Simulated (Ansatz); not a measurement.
**A computed series for HfO2: response to strain**

Consider HfO₂ in the fluorite structure (space group Fm-3m, No. 225).

```xyz
3
Lattice="0.0000 2.5292 2.5292 2.5292 0.0000 2.5292 2.5292 2.5292 0.0000" Properties=species:S:1:pos:R:3 pbc="T T T"
Hf     0.0000     0.0000     0.0000
O      1.2646     1.2646     1.2646
O      3.7938     3.7938     3.7938
```

Cartesian axes are those of the cell as printed.

Strains are applied to the cell and any free atomic positions relax; under biaxial strain the out-of-plane vector relaxes too.

Method: plane-wave PAW DFT at the r2SCAN level (Ansatz, an electronic-structure program, 500 eV), scalar-relativistic without spin-orbit coupling.

Candidates:
(a) isotropic strain +0.81 %
(b) biaxial strain −0.55 %, plane normal [001], relaxed out of plane
(c) isotropic strain −0.69 %
(d) strain tensor (xx, yy, zz, yz, xz, xy) = (−0.98, +1.63, −0.68, −1.15, −0.44, +0.31) %

Notes on the quantities. energy relative to the base: free energy F.

**Question.** Order them by energy relative to the base, lowest first.

**Answer.** (b) biaxial strain −0.55 %, plane normal [001], relaxed out of plane (+1.4 meV/atom), (c) isotropic strain −0.69 % (+4.0 meV/atom), (a) isotropic strain +0.81 % (+5.2 meV/atom), (d) strain tensor (xx, yy, zz, yz, xz, xy) = (−0.98, +1.63, −0.68, −1.15, −0.44, +0.31) % (+8.3 meV/atom)

No phonon test of stability was made. This is not the structure that HfO2 has at room temperature and ambient pressure.
